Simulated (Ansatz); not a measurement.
Seebeck coefficient (μV/K, mean over directions) of n-type InP (F-43m) against carrier density, Ansatz (a program for electronic structure) with r2SCAN with spin-orbit coupling, rigid bands. Computed gap 1.00 eV; densities at which minority carriers matter at this gap, or further valleys turn the trend, are left out. Conductivity mass 0.084 mₑ (harmonic mean over directions), N_c = 5.8e17 cm⁻³ at 300 K.

| electron density | 300 K | 500 K |
|---|---|---|
| 1e16 cm⁻³ | -559 | -631 |
| 1e17 cm⁻³ | [?] | -433 |
| 1e18 cm⁻³ | -178 | -242 |
| 3e18 cm⁻³ | -107 | -160 |
| 1e19 cm⁻³ | -56 | [?] |
| 3e19 cm⁻³ | -32 | -53 |
| 1e20 cm⁻³ | -18 | [?] |

Q: Fill in the missing entries.

A: 
- 1e17 cm⁻³, 300 K: -363
- 1e19 cm⁻³, 500 K: -91
- 1e20 cm⁻³, 500 K: -34

Rigid bands with a gap fixed in temperature, one relaxation time for all states, no polarons or phonon drag, and whether or not such doping can be reached.
